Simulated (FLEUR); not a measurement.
Troubleshooting FLEUR: a failed run on Pt (Fm-3m, 1 atom in the cell). The aim is a self-consistent single point with DFT, PBE, all-electron FLAPW (FLEUR), scalar-relativistic valence.

Cell that was meant: a = 2.8075 Å, b = 2.8075 Å, c = 2.8075 Å, α = 60.00°, β = 60.00°, γ = 60.00°.

Part of the input:

```xml
   </comment>
   <calculationSetup>
      <cutoffs Kmax="4.1" Gmax="16.4" GmaxXC="16.4" numbands="0"/>
      <scfLoop itmax="60" minDistance="0.00001" maxIterBroyd="99" imix="Broyden1" alpha="0.05" precondParam="0.0" spinf="2.0"/>
      <coreElectrons ctail="T" frcor="F" kcrel="0" coretail_lmax="0"/>
      <xcFunctional name="pbe" relativisticCorrections="F"/>
      <magnetism jspins="1"/>
```

Output, abridged:

```
      Welcome to FLEUR        (www.flapw.de)
      MaX-Release 8.1          (www.max-centre.eu)

 ========== k-point set info ==========
 Selected k-point list: default-1
 k-point list type: mesh
 19 x 19 x 19
 Number of k points: 220

 ------------Calculation Setup---------------------------
           1           2           4           5          10          11          20          22          44          55         110         220
 Number of basis functions:          134
**************FLEUR-Error*****************
Error message: Broyden 1/2 method not implemented
Error from PE:0/1
 Last known location:
```

Q: From the messages shown, name the fault and mend the input.

A: The fault is an option that the input accepts and this version does not implement. The name passes the check of the input, and the program stops when it reaches the missing routine. To fix it, choose another option. The program stopped with an error.

An input that runs soundly differs in these lines (not the only fix; some lines may just follow from the change or write a value another way):
```diff
-      <scfLoop itmax="60" minDistance="0.00001" maxIterBroyd="99" imix="Broyden1" alpha="0.05" precondParam="0.0" spinf="2.0"/>
+      <scfLoop itmax="60" minDistance="0.00001" maxIterBroyd="99" imix="Anderson" alpha="0.05" precondParam="0.0" spinf="2.0"/>
```

With that input, the run converged in 13 iterations: free energy E − TS -501961.1203 eV; Fermi level (on the code's own zero) 14.32 eV (DFT, PBE, all-electron FLAPW (FLEUR), scalar-relativistic valence).

On the sound input: the starting cell comes from a database of computed structures (which also holds hypothetical and non-ambient phases and stackings), without a prior relaxation at this level. Its lattice was rescaled by a random factor within 2.5 % of one. Spin polarisation is off. Values depend on the basis (sphere radii, cutoffs, local orbitals), which need not be converged.
